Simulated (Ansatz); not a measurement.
Results of r²SCAN in Ansatz (PAW) for ScAg2 (I4/mmm, No. 139; cell taken from a computed entry).

Settings: plane-wave cutoff 560 eV, 22×22×22 k mesh, Fermi–Dirac smearing 0.05 eV, no spin polarisation, scalar-relativistic PAW data made under PBE.

Cell (relaxed at this level):

```yaml
crystal:
  lattice:
    - [-1.76708, 1.76708, 4.45841]
    - [1.76708, -1.76708, 4.45841]
    - [1.76708, 1.76708, -4.45841]
  atoms:
    - { symbol: Sc, position: [0.00000, 0.00000, 0.00000] }
    - { symbol: Ag, position: [0.66688, 0.66688, 0.00000] }
    - { symbol: Ag, position: [0.33312, 0.33312, 0.00000] }
```

Problem. Give the computed bulk modulus.

Solution. 
- bulk modulus = 98.3 GPa

The run finds no gap.

Note: the bulk modulus is −V dP/dV from two relaxed cells at ±2 % in volume; the relaxation could not lower the start's symmetry, so the cell can be a saddle point above a distorted one.

Computing time: very roughly 17 core-minutes.

Ansatz is a first-principles code.
